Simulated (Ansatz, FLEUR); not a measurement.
A FLEUR input for a self-consistent single point of BaTe (Fm-3m, 2 atoms in the cell) (DFT, PBE, all-electron FLAPW (FLEUR), scalar-relativistic valence):

Input of the input generator:

```
scf BaTe
&input film=f /
0.0000000000 6.4198626283 6.4198626283
6.4198626283 0.0000000000 6.4198626283
6.4198626283 6.4198626283 0.0000000000
1.0
1.0 1.0 1.0

2
56 0.0000000000 0.0000000000 0.0000000000
52 0.5000000000 0.5000000000 0.5000000000

&comp jspins=1 /
&kpt div1=6 div2=6 div3=6 gamma=t /
&end /
```

```xml
<?xml version="1.0" encoding="UTF-8" standalone="no"?>
<fleurInput fleurInputVersion="0.39">
   <comment>
      scf BaTe                                                                                            
   </comment>
   <calculationSetup>
      <cutoffs Kmax="3.8" Gmax="13.3" GmaxXC="13.3" numbands="0"/>
      <scfLoop itmax="60" minDistance="0.00001" maxIterBroyd="15" imix="Anderson" alpha="0.05" precondParam="0.0" spinf="2.0"/>
      <coreElectrons ctail="T" frcor="F" kcrel="0" coretail_lmax="0"/>
      <xcFunctional name="pbe" relativisticCorrections="F"/>
      <magnetism jspins="1"/>
      <soc l_soc="F" theta="0.0" phi="0.0" spav="F"/>
      <expertModes spex="0" secvar="F"/>
      <geometryOptimization l_f="T" forcealpha="1.0" forcemix="BFGS" epsdisp="0.00001" epsforce="0.00001"/>
      <ldaU l_linMix="F" mixParam="0.05" spinf="1.0"/>
   </calculationSetup>
   <cell>
      <bzIntegration valenceElectrons="26.0" mode="hist" fermiSmearingEnergy="0.00183747">
         <kPointListSelection listName="default-1"/>
         <!-- k-points included here -->
         <xi:include xmlns:xi="http://www.w3.org/2001/XInclude" href="kpts.xml"> </xi:include>
      </bzIntegration>
      <!-- symmetry operations included here -->
      <xi:include xmlns:xi="http://www.w3.org/2001/XInclude" href="sym.xml"> </xi:include>
      <bulkLattice scale="1.0">
         <bravaisMatrix>
            <row-1>    0.0000000000000000     6.4198626282999998     6.4198626282999998</row-1>
            <row-2>    6.4198626282999998     0.0000000000000000     6.4198626282999998</row-2>
            <row-3>    6.4198626282999998     6.4198626282999998     0.0000000000000000</row-3>
         </bravaisMatrix>
      </bulkLattice>
   </cell>
   <atomSpecies>
      <species name="Barium (Ba)" element="Ba" atomicNumber="56">
         <mtSphere radius="2.68" gridPoints="925" logIncrement="0.014"/>
         <atomicCutoffs lmax="10" lnonsphr="8"/>
         <electronConfig flipSpins="F">
            <coreConfig>(1s1/2) (2s1/2) (2p1/2) (2p3/2) (3s1/2) (3p1/2) (3p3/2) (4s1/2) (3d3/2) (3d5/2) (4p1/2) (4p3/2) (4d3/2) (4d5/2)</coreConfig>
            <valenceConfig>(5s1/2) (5p1/2) (5p3/2) (6s1/2)</valenceConfig>
         </electronConfig>
         <energyParameters s="6" p="6" d="5" f="4"/>
         <lo type="SCLO" l="0" n="5" eDeriv="0"/>
         <lo type="SCLO" l="1" n="5" eDeriv="0"/>
      </species>
      <species name="Tellurium (Te)" element="Te" atomicNumber="52">
         <mtSphere radius="2.68" gridPoints="925" logIncrement="0.014"/>
         <atomicCutoffs lmax="10" lnonsphr="8"/>
         <electronConfig flipSpins="F">
            <coreConfig>(1s1/2) (2s1/2) (2p1/2) (2p3/2) (3s1/2) (3p1/2) (3p3/2) (4s1/2) (3d3/2) (3d5/2) (4p1/2) (4p3/2)</coreConfig>
            <valenceConfig>(5s1/2) (4d3/2) (4d5/2) (5p1/2) (5p3/2)</valenceConfig>
            <stateOccupation state="(5p1/2)" spinUp="0.6666666666667" spinDown="0.6666666666667"/>
            <stateOccupation state="(5p3/2)" spinUp="1.3333333333333" spinDown="1.3333333333333"/>
         </electronConfig>
         <energyParameters s="5" p="5" d="5" f="4"/>
         <lo type="SCLO" l="2" n="4" eDeriv="0"/>
      </species>
   </atomSpecies>
   <atomGroups>
      <atomGroup species="Barium (Ba)">
         <relPos label="                   1">.0000000000 .0000000000 .0000000000</relPos>
         <force calculate="T" relaxXYZ="TTT"/>
      </atomGroup>
      <atomGroup species="Tellurium (Te)">
         <relPos label="                   2">1.000/2.000 1.000/2.000 1.000/2.000</relPos>
         <force calculate="T" relaxXYZ="TTT"/>
      </atomGroup>
   </atomGroups>
   <output dos="F" band="F" slice="F">
      <checks vchk="F" cdinf="F"/>
      <bandDOS minEnergy="-.5*Htr" maxEnergy="0.5*Htr" sigma="0.015" storeEVData="T"/>
      <vacuumDOS vacdos="F" integ="F" star="F" nstars="0" locx1="0.0" locy1="0.0" locx2="0.0" locy2="0.0" nstm="0" tworkf="0.0"/>
      <unfoldingBand unfoldBand="F" supercellX="1" supercellY="1" supercellZ="1"/>
      <plotting iplot="0" polar="F">
         <plot TwoD="T" vec1="  1.0  0.0  0.0" vec2="  0.0  1.0  0.0" vec3="  0.0  0.0  1.0" zero="  0.0  0.0  0.0" file="plot"/>
      </plotting>
      <chargeDensitySlicing numkpt="0" minEigenval="0.0" maxEigenval="0.0" nnne="0" pallst="F"/>
      <specialOutput eonly="F"/>
      <magneticCircularDichroism mcd="F" energyLo="-10.0" energyUp="0.0"/>
   </output>
  <!-- We include the file relax.xml here to enable relaxations (see documentation) -->
  <xi:include xmlns:xi="http://www.w3.org/2001/XInclude" href="relax.xml"> <xi:fallback/> </xi:include>
</fleurInput>
```

Write the same calculation as an input for Ansatz (an electronic-structure program).

This is the input that was run; spellings and numerical settings could be chosen otherwise.

Ansatz 0.2 input:
```yaml
# BaTe
crystal:
  lattice:
    - [0.000000, 3.397245, 3.397245]
    - [3.397245, 0.000000, 3.397245]
    - [3.397245, 3.397245, 0.000000]
  atoms:
    - { symbol: Ba, position: [0.000000, 0.000000, 0.000000] }
    - { symbol: Te, position: [0.500000, 0.500000, 0.500000] }
basis:
  ecutwfc: 420.0
kpoints:
  mp_grid:
    grid: [6, 6, 6]
hamiltonian:
  xc: pbe
  pseudopotentials:
    kind: paw
scf:
  occupations:
    method: fermi_dirac
    width: 0.05
output:
  forces: true
  eigenvalues: true
  stress: true
```

Basis, cutoffs, solver keys and any potentials are the target program's own. This input uses DFT, PBE, plane waves, default PAW files. Both were run: gap on the mesh 1.398 eV in FLEUR and 1.400 in Ansatz.

On FLEUR: the starting cell comes from a database of computed structures (which also holds hypothetical and non-ambient phases and stackings), without a prior relaxation at this level. Its lattice was rescaled by a random factor within 2.5 % of one. For this run, on top of that: lattice scaled by 0.98. Spin-orbit coupling is off. Values depend on the basis (sphere radii, cutoffs, local orbitals), which need not be converged.

On Ansatz: the starting cell comes from a database of computed structures (which also holds hypothetical and non-ambient phases and stackings), without a prior relaxation at this level. Its lattice was rescaled by a random factor within 2.5 % of one. For this run, on top of that: lattice scaled by 0.98. Spin-orbit coupling is off. With a pressure of about 4 GPa the cell is away from its equilibrium volume at this level.
